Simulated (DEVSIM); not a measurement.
Device: abrupt Si n-p junction, at 250 K.

Layer 1 from the left is Si, thickness (μm) 3.80, Nd (cm⁻³) 2.1e15, τn (s) 0.0005, τp (s) 0.0005. Layer 2 from the left is Si, thickness (μm) 140, Na (cm⁻³) 3.1e15, τn (s) 0.0005, τp (s) 0.0005.

Left contact: ohmic. Right contact: ohmic. Voltage is applied to the left contact. Recombination: SRH at mid-gap, radiative. Mobility is μmin + (μ − μmin)/(1 + (N/Nref)^α).

Constants are typed, rounded textbook-type inputs, not results; the design itself was drawn at random and stands for no fabricated device. Values at 300 K; Nc and Nv go as T^1.5, mobilities as T to minus their exponent, the gap by Varshni's rule with the affinity fixed.

Si: gap (eV) 1.124, affinity (eV) 4.05, permittivity 11.7, Nc (cm⁻³) 2.86e19, Nv (cm⁻³) 3.1e19, μn (cm²/Vs) 1417, μp (cm²/Vs) 470, μn,min 52, μp,min 45, Nref,n 9.7e16, Nref,p 2.2e17, αn 0.68, αp 0.72, T exponent of μn 2.3, T exponent of μp 2.2, B (cm³/s) 4.7e-15, Varshni α (eV/K) 0.000473, Varshni β (K) 636.

Problem. Estimate by hand the built-in potential, the peak field at zero bias, the capacitance at 6 V, and compare with a numerical solution.

Solution. 
- Built-in potential: ni = √(Nc Nv) exp(−Eg/2kT) = 8.01e7 cm⁻³ with Eg = 1.136 eV; Vbi = kT/q ln(Na Nd/ni²) = 0.744 V; numerical 0.744 V.
- Peak field at zero bias: depletion approximation: W = √(2εVbi/(qN)) = 0.877 μm with N = 1.25e15 cm⁻³; field = 2Vbi/W = 17000 V/cm; numerical 16500 V/cm (estimate above by 3.0 %).
- Capacitance at 6 V: C = √(qεN / 2(Vbi + |V|)) = 3.92 nF/cm²; numerical 3.94 nF/cm².

Simulated with DEVSIM: 1D drift-diffusion, Boltzmann statistics, complete ionisation; no tunnelling, impact ionisation, image-force lowering or self-heating.
